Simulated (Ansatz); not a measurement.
Input and output of a relaxation of the atoms for LaNiGe3 (I4mm, 5 atoms in the cell) (Ansatz, an electronic-structure program).

Computed with LDA (PW92), default PAW files made with PBE (plane waves; Ansatz).

The change in words: one atom moved by 0.15 angstrom; relax: default → atoms; relax.f_tol: default → 0.05 eV/Å. Reference geometry:
```yaml
crystal:
  lattice:
    - [-2.19443, 2.19443, 4.82653]
    - [2.19443, -2.19443, 4.82653]
    - [2.19443, 2.19443, -4.82653]
  atoms:
    - { symbol: La, position: [0.57190, 0.57190, 0.00000] }
    - { symbol: Ni, position: [0.23409, 0.23409, 0.00000] }
    - { symbol: Ge, position: [0.82993, 0.32993, 0.50000] }
    - { symbol: Ge, position: [0.32993, 0.82993, 0.50000] }
    - { symbol: Ge, position: [0.99096, 0.99096, 0.00000] }
```

Reference input (self-consistent single point, DFT, LDA (PW92), plane waves, default PAW files made with PBE): basis.ecutwfc = 420 eV; kpoints.mp_grid.grid = 8 8 8; hamiltonian.xc = lda; hamiltonian.pseudopotentials = {kind: paw} (the program's default PAW files); scf.occupations.method = gaussian; scf.occupations.width = 0.1 eV. This run's input differs from it in these lines:

```diff
@@ -7,3 +7,3 @@
   atoms:
-    - { symbol: La, position: [0.57190000, 0.57190000, 0.00000000] }
+    - { symbol: La, position: [0.58743900, 0.58743900, 0.00000000] }
     - { symbol: Ni, position: [0.23409000, 0.23409000, 0.00000000] }
@@ -21,2 +21,4 @@
   occupations: { method: gaussian, width: 0.1 }
+relax:
+  f_tol: 0.05
 output:
```

Output (repeated stretches shortened):

```
   [... SCF lines of the steps left out ...]
relax step   1: F+E_penalty+E_count = -24500.08820363 eV  Δ(F+E_penalty+E_count) = +0.000e0 eV  max|allowed force component| = 7.897e-1 eV/Å  Δτ_max = 0.0000 Å  (6 SCF iters, dr2 threshold 6.25e-5 eV, accepted)
relax step   2: F+E_penalty+E_count = -24500.12774682 eV  Δ(F+E_penalty+E_count) = -3.954e-2 eV  max|allowed force component| = 4.719e-1 eV/Å  Δτ_max = 0.1835 Å  (7 SCF iters, dr2 threshold 3.90e-5 eV, accepted)
relax step   3: F+E_penalty+E_count = -24500.15148632 eV  Δ(F+E_penalty+E_count) = -2.374e-2 eV  max|allowed force component| = 9.451e-2 eV/Å  Δτ_max = 0.0630 Å  (6 SCF iters, dr2 threshold 1.39e-5 eV, accepted)
relax step   4: F+E_penalty+E_count = -24500.15228172 eV  Δ(F+E_penalty+E_count) = -7.954e-4 eV  max|allowed force component| = 8.349e-2 eV/Å  Δτ_max = 0.0156 Å  (7 SCF iters, accepted)
relax step   5: F+E_penalty+E_count = -24500.15262619 eV  Δ(F+E_penalty+E_count) = -3.445e-4 eV  max|allowed force component| = 2.790e-2 eV/Å  Δτ_max = 0.0091 Å  (6 SCF iters, accepted)
the relaxation is at rest under the 8 symmetry operations that the run kept from its start: a minimum is not shown …
Free energy (F): -24500.152626 eV
Internal energy: -24500.146951 eV  (E = F + TS)
E sigma→0 (E₀):  -24500.149788 eV
Entropy (-TS):   -0.005675 eV (-1.135 meV/atom)
Fermi energy:    13.300566 eV
--- Forces (eV/Å), atoms counted from 1 ---
  atom   1  La     0.00000000    -0.00000000     0.00283522
  atom   2  Ni    -0.00000000     0.00000000     0.02348634
  atom   3  Ge    -0.00000000     0.00000000     0.00082091
  atom   4  Ge     0.00000000     0.00000000     0.00082091
  atom   5  Ge    -0.00000000    -0.00000000    -0.02788440
--- Stress (GPa, compression-positive) ---
   [... lines left out ...]
    - { symbol: La, position: [0.5735847914141389, 0.5735847914141389, 1.0751162749430096e-33] }
    - { symbol: Ni, position: [0.23793543583214458, 0.23793543583214458, -4.3882296936449374e-35] }
    - { symbol: Ge, position: [0.8322120817432708, 0.3322120817432707, 0.5] }
    - { symbol: Ge, position: [0.3322120817432707, 0.8322120817432708, 0.5] }
    - { symbol: Ge, position: [0.9964046092671751, 0.9964046092671751, -6.362933055785159e-34] }
```

The run converged.  The full log also holds: “iter 5 did not close the SCF: its close was put off for the readings that it lacked (scf_convergence_deferred on its scf_iter line)”.

Summary of the result:
- Free energy E − TS (on the zero of these files): -24500.1526 eV
- Fermi level (on the code's own zero): 13.30 eV
- Pressure: -4.12 GPa
- Largest force (vector length): 0.028 eV/Å
- Relaxation steps: 5

The starting cell comes from a database of computed structures (which also holds hypothetical and non-ambient phases and stackings), without a prior relaxation at this level. Its lattice was rescaled by up to half a per cent. For this run, on top of that: one atom moved by 0.15 angstrom. Spin polarisation is off. The relaxation keeps the symmetry of its start, so its end need not be a minimum. Ansatz's pressure includes its estimate of the finite-basis (Pulay) stress.

Cost on one core of a shared machine: roughly 2 min.

Keys are those of Ansatz 0.2.
